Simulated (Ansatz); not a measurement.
**NaH (model structure, started from the CsCl type, Pm-3m, No. 221, 2 atoms in the cell)**

Level of theory: LDA in Ansatz (plane waves, PAW).

Numerical settings: plane-wave cutoff 520 eV, 12×12×12 k mesh, Fermi–Dirac smearing 0.01 eV, scalar-relativistic PAW data made under PBE.

Cell (relaxed with PBEsol):

```
CELL_PARAMETERS angstrom
      2.93746     0.00000     0.00000
      0.00000     2.93746     0.00000
      0.00000     0.00000     2.93746
ATOMIC_POSITIONS crystal
  Na 0.00000 0.00000 0.00000
  H  0.50000 0.50000 0.50000
```

| Item | Result |
|---|---|
| band gap | 0.58 eV (indirect) |
| smallest direct gap on the k points sampled | 4.20 eV |
| Γ–Γ gap | 14.90 eV |

Note: the relaxation could raise the start's symmetry but not lower it, so the cell can be a saddle point; cell and atoms aren't relaxed at this level (pressure -1.7 GPa).

The computed numbers hold no vibrational or temperature effects.

It cost roughly 4 core-seconds of CPU time.

A model structure was made by putting elements into a prototype or built by hand; it is no filed structure, need not be a known phase, and can be a saddle point held by its symmetry.

Ansatz is a quantum-chemistry and plane-wave program.
